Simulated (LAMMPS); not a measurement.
LAMMPS 22 Jul 2025, classical MD, EAM (Cu_mishin1.eam.alloy): Cu, 32000 atoms.

```text
units metal
atom_style atomic
read_data unit.data
replicate 20 20 20
pair_style eam/alloy
pair_coeff * * Cu_mishin1.eam.alloy Cu
velocity all create 1600 4928 dist gaussian loop geom
fix 1 all nve
fix 2 all langevin 800 800 0.08 9876 zero yes
timestep 0.002
thermo 100
run 300
reset_timestep 0
write_restart start.rst
```

```text
read_restart start.rst
pair_style eam/alloy
pair_coeff * * Cu_mishin1.eam.alloy Cu
neighbor 2.0 bin
neigh_modify every 1 delay 0 check yes
fix 1 all nve
timestep 0.002
thermo_style custom step temp pe etotal press
thermo_modify format float %.10g
thermo 100
group probe id 1:48
dump probe probe custom 1000000 forces.txt id fx fy fz
dump_modify probe sort id format float %.8g
run 2000
```

box: 72.3 × 72.3 × 72.3 Å.

start: generated fcc lattice, warmed in an untimed run.

Compared values: energy and forces of the first step, drift over the run.

Hardware: Arm Neoverse V2, 96 cores on 1 socket, no SMT, 1 L3 cache group; 94 cores' worth of CPU time may be used.

Each time is the median wall time of two to five repeats, run one at a time on the otherwise empty machine; start-up is included. Unless noted, each process is bound to its own block of adjacent cores. The times hold for this build (PyPI wheel: MPICH, OPENMP and OPT packages). Scratch files lie in a memory file system. A preparatory run goes ahead and isn't timed.

Measured:

```json
[
 {"cores": "2", "layout": "2 ranks", "wall time": "40 s"},
 {"cores": "4", "layout": "4 ranks", "wall time": "21 s"},
 {"cores": "16", "layout": "16 ranks", "wall time": "5.6 s"},
 {"cores": "32", "layout": "32 ranks", "wall time": "3.1 s"},
 {"cores": "48", "layout": "48 ranks", "wall time": "2.2 s"}
]
```

Question: Take a serial part s and a parallel part w, T = s + w/p on p cores. What does the fit give for 8 ranks and for 64 ranks, and what is measured?

Answer: A fit of relative deviations gives s = 0.55 s and w = 81 core-seconds; it misses the rows shown by at most 2 %.

```
cores    layout    fit  measured  measured against fit
-----  --------  -----  --------  --------------------
8       8 ranks   11 s      11 s                  +4 %
64     64 ranks  1.8 s     1.8 s                  -0 %
```

Efficiency, counted from 2 cores, stays above one half up to 88 cores, the most tried. The shortest time, 1.7 s, comes at 88 cores. The share that grows most is that of start and exit outside the program's clock: from 0.43 % of the time on 2 cores to 23 % on 88. The largest part on 88 cores, pair forces (Pair), takes 38 s on 2 and 1.0 s there.
